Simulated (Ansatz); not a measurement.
Start from Si in the diamond structure (space group Fd-3m, No. 227; a = 5.4443 Å). Axes: x, y, z lie along the cube axes.

Now apply this change: uniaxial strain ε_zz = +1.50 %, all other strain components held at zero; the atoms relax in the strained cell.

Calculations: r2SCAN in Ansatz (plane waves to 500 eV, PAW, no spin-orbit coupling).

Q: Give the band edges at the high-symmetry points of the new zone, measured from its valence-band maximum.

A: 
```csv
point,valence edge (eV),conduction edge (eV)
Γ,0.00,2.68
X,-3.03,0.87
P,-3.97,4.43
N,-1.22,1.74
M,-2.92,0.99
S,-2.45,1.53
S₀,-2.45,1.53
R,-3.97,4.53
G,-3.97,4.53
```

The gap is 0.72 eV, indirect, Γ → Γ–X (87 % along).

Stability against distortions was not tested. k-point labels follow each cell's own Brillouin zone.

Ansatz is an electronic-structure program.
